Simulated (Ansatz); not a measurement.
System: rock-salt LaTe. Method: r²SCAN+rVV10 (PAW; Ansatz, an electronic-structure program).

Run with plane-wave cutoff 560 eV, 16×16×16 k mesh, Fermi–Dirac smearing 0.05 eV, scalar-relativistic PAW data made under PBE.

Computed at the level's own relaxed cell.

Question: Estimate the equilibrium volume per atom, bulk modulus, lattice constant a and pressure derivative B′ of the bulk modulus that the calculation returns.

Answer: 
* **equilibrium volume per atom**: 33.73 Å³/atom
* **bulk modulus**: 60.4 GPa
* **lattice constant a**: 6.462 Å
* **pressure derivative B′ of the bulk modulus**: 4.5

The run finds no gap.

Spin–orbit coupling is not included; it can open a gap where bands touch, and shift volumes and moduli.

Computing time: around 4 core-minutes (rough).
